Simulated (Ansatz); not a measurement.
Pt in the diamond structure (space group Fd-3m, No. 227; a hypothetical phase, not in the database extracts checked)

Pt is modelled in the cubic space group Fd-3m, origin choice 1 (No. 227), the diamond structure, Pearson symbol cF8. Conventional cell: a = b = c = 5.6883 Å, α = β = γ = 90.00°. Pt on 8b is coordinated by 4 Pt at 2.463 Å (tetrahedral). (Neighbours: up to the widest gap in distance over summed covalent radii, below 1.35, at either atom.)
(The calculation used a cell of 2 atoms; values per cell refer to that cell.)

Calculations: PBEsol (Ansatz, an electronic-structure program), no spin-orbit coupling. Γ-centred 14×14×14 mesh, Fermi–Dirac width 0.05 eV.

```json
{
 "volume_per_atom": "23.01 Å³",
 "density": "14.08 g/cm³",
 "band_gap": "zero",
 "total_energy": "-12382.536 eV/atom (σ→0; compares only within this code and set-up)"
}
```

Stability against distortions was not tested. The final runs are not spin-polarised. Pt has a high density of states at the Fermi level and may be magnetic at this level.
